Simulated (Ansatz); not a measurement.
**Ni(Si,Ge): Ni₈GeSi₇**

A 16-atom cell of Ni(Si,Ge) started in the MnP type structure, site fractions Si 0.875, Ge 0.125, short-range order -0.14 in the first shell of the mixed sites (0 is random, a negative value favours unlike neighbours), space group Cm at the end.

The mixing enthalpy is taken against the end members in the MnP type type (which need not be the stable form of NiSi and NiGe), relaxed in the same cell and mesh.

The numbers are results of PBE (plane waves to 420 eV, PAW; Ansatz, an electronic-structure program), not measurements. No spin–orbit coupling; the runs are not spin-polarised. Its k-point mesh 6×6×6, Fermi–Dirac width 0.05 eV.

The volume per atom is 12.41 Å³, the Ni–Si bonds is 2.361 Å on average, from 2.278 to 2.430 (42) and the Ge–Ni bonds is 2.414 Å on average, from 2.344 to 2.461 (6). The mixing enthalpy per site of the mixed sublattice comes out as 10 meV and the departure of the mean lattice parameter from Vegard's line comes out as under 0.15 %, inside the noise of the relaxations.

```yaml
crystal:
  lattice:
    - [-5.21263, 3.36791, 0.00157]
    - [5.21263, 3.36791, -0.00157]
    - [0.00174, -3.36791, -5.65541]
  atoms:
    - { symbol: Si, position: [0.67658, 0.49562, 0.41783] }
    - { symbol: Si, position: [0.17221, 0.99124, 0.41783] }
    - { symbol: Si, position: [0.82258, 0.00788, 0.58046] }
    - { symbol: Si, position: [0.32942, 0.50395, 0.58338] }
    - { symbol: Ge, position: [0.73966, 0.42255, 0.91220] }
    - { symbol: Si, position: [0.24506, 0.92423, 0.91929] }
    - { symbol: Si, position: [0.75756, 0.07546, 0.08509] }
    - { symbol: Si, position: [0.25962, 0.57753, 0.08509] }
    - { symbol: Ni, position: [0.52537, 0.03581, 0.31118] }
    - { symbol: Ni, position: [0.03091, 0.53347, 0.31439] }
    - { symbol: Ni, position: [0.98113, 0.46991, 0.68532] }
    - { symbol: Ni, position: [0.46541, 0.95419, 0.68532] }
    - { symbol: Ni, position: [0.78848, 0.78556, 0.80929] }
    - { symbol: Ni, position: [0.27373, 0.27080, 0.80929] }
    - { symbol: Ni, position: [0.71523, 0.72828, 0.19351] }
    - { symbol: Ni, position: [0.21704, 0.22351, 0.19055] }
```
